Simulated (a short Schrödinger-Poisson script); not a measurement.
System: MOS inversion layer, Si3N4 on p-type Si(100), at 400 K.

| layer | material | thickness (nm) | Na (cm⁻³) |
|---|---|---|---|
| 1 | Si3N4 | 2.6 | - |
| 2 | Si | 260 | 2.8e18 |

Constants are typed, rounded textbook-type inputs, not results; the design itself was drawn at random and stands for no fabricated device. Si3N4: permittivity 7.5, conduction-band edge (eV) 1.95, gap (eV) 5.1, electron mass (mₑ) 0.5. Si: permittivity 11.7, conduction-band edge (eV) 0, gap (eV) 1.124, Nv at 300 K (cm⁻³) 3.1e19.

Channel valleys (confinement mass, in-plane density-of-states mass, number): Δ2 0.916, 0.19, 2; Δ4 0.19, 0.417, 4. At the gate the conduction-band edge of layer 1 lies 2.2 eV − eVg above the Fermi level of the channel; the field vanishes at the back. Gaps are held at their typed values at every temperature. Mesh 0.03 nm at interfaces.

Solved with a short Schrödinger-Poisson script written for these runs: 1D Poisson equation in equilibrium, electrons quantum, Hartree (BenDaniel-Duke, 12 states a valley, the channel's in-plane mass for all, wave functions free to enter the dielectric), parabolic valleys, classical holes, full ionisation, no traps, pinning or gate leakage.

The same stack at other levels of the model or other numerical settings:

```
run                                          sheet density of all electrons at Vg = 1.35 V (cm⁻²)  sheet density of all electrons at Vg = 0.75 V (cm⁻²)  capacitance at Vg = 1.35 V (μF/cm²)  centroid of the channel electrons at Vg = 1.35 V (nm)  rough cost against the base
-------------------------------------------  ----------------------------------------------------  ----------------------------------------------------  -----------------------------------  -----------------------------------------------------  ---------------------------
base                                                                                      7.21e12                                               6.07e11                                 2.02                                                   1.10                      about 1
electrons treated as classical, Boltzmann                                                     [?]                                               1.80e12                                  [?]                                                    [?]                         0.03
electrons treated as classical, Fermi-Dirac                                               9.32e12                                               1.71e12                                 2.19                                                   0.41                          0.1
mesh six times as coarse                                                                  7.17e12                                               5.97e11                                 2.01                                                   1.10                          0.2
one subband a valley                                                                      7.19e12                                               6.00e11                                 2.02                                                   1.08                          0.4
```

What belongs in the gaps?


- electrons treated as classical, Boltzmann, centroid of the channel electrons at Vg = 1.35 V (nm): 0.29
- electrons treated as classical, Boltzmann, sheet density of all electrons at Vg = 1.35 V (cm⁻²): 1.00e13
- electrons treated as classical, Boltzmann, capacitance at Vg = 1.35 V (μF/cm²): 2.36

The classical rows ignore confinement, and Boltzmann statistics overrate the density once the band edge passes the Fermi level.
